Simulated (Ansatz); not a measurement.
Base system: BP in the zinc blende structure (space group F-43m, No. 216; a = 4.5366 Å).

It is then changed as follows: full substitution B → In; the structure is relaxed again.

Levels (all Ansatz, an electronic-structure program, PAW): r2SCAN (500 eV, spin-orbit coupling left out); HSE06+SOC (420 eV, noncollinear with spin-orbit coupling).

The geometry is relaxed with r2SCAN.

- r2SCAN band gap = 1.03 eV
- r2SCAN valence-band top at Γ = 0.00, 0.00, 0.00 eV

Task: Predict the band gap and valence-band top at Γ from HSE06+SOC.

Result: The band gap rises by 0.29 eV to 1.32 eV; the valence-band top at Γ (three highest Kramers pairs, from the VBM) goes from 0.00, 0.00, 0.00 eV to 0.00, 0.00, -0.12 eV. The threefold valence maximum splits by Δso ≈ 0.12 eV.

Single points use the geometry relaxed with r2SCAN. The spin-orbit shifts are approximate. Whether these cells are dynamically stable was not tested.
